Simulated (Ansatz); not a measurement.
## What Al on a Si site, symmetric start does to RuSi

Consider a 16-atom supercell of RuSi (space group P2_13, No. 198; a = 4.705 Å) at its relaxed geometry.

Modification: one Si atom is replaced by Al, atoms relaxed at fixed cell.

Method: plane-wave PAW DFT at the r2SCAN level (Ansatz, a quantum-chemistry and plane-wave program, 500 eV), no SOC. Γ-centred 7×7×7 mesh, Fermi–Dirac width 0.01 eV.

```json
[
 {"quantity": "pressure", "base": "0.0 GPa", "changed": "0.9 GPa", "shift": "+0.9 GPa"},
 {"quantity": "energy gained by relaxation", "base": "–", "changed": "0.15 eV", "shift": "–"},
 {"quantity": "largest displacement of a host atom from its site in the perfect cell", "base": "–", "changed": "0.08 Å", "shift": "–"},
 {"quantity": "mean distance from the defect site to its nearest host atoms", "base": "2.38 Å", "changed": "2.41 Å", "shift": "+0.03 Å"}
]
```

Final structure:

```
AlRu8Si7
1.0
    4.70473    -4.70473     0.00000
    0.00000     4.70473    -4.70473
    0.00000     4.70473     4.70473
Ru Al Si
8 1 7
Direct
  0.12945   0.06473   0.19418
  0.13843   0.56922   0.70765
  0.63089   0.06184   0.93043
  0.62709   0.56475   0.43409
  0.86859   0.56905   0.93043
  0.86934   0.06234   0.43409
  0.36138   0.29954   0.93043
  0.37175   0.80700   0.43409
  0.84256   0.42128   0.26385
  0.83863   0.91931   0.75794
  0.33508   0.41991   0.57983
  0.34379   0.92434   0.08111
  0.15992   0.91517   0.57983
  0.15677   0.41945   0.08111
  0.66465   0.24474   0.57983
  0.66167   0.73733   0.08111
```

The magnetic state is the one reached from the starting moments; the real material's order can differ, and small cells can't hold many antiferromagnetic ones. The cell is small, so the values are those of an ordered compound at a high defect concentration; dilute-limit values will differ. The defect started on the symmetric site and kept its symmetry, so it may sit on a saddle. Starting moments died away, wholly or in part, for Al on a Si site; another magnetic solution may exist. The defect cell is spin-polarised and ends with 0.0 μB.
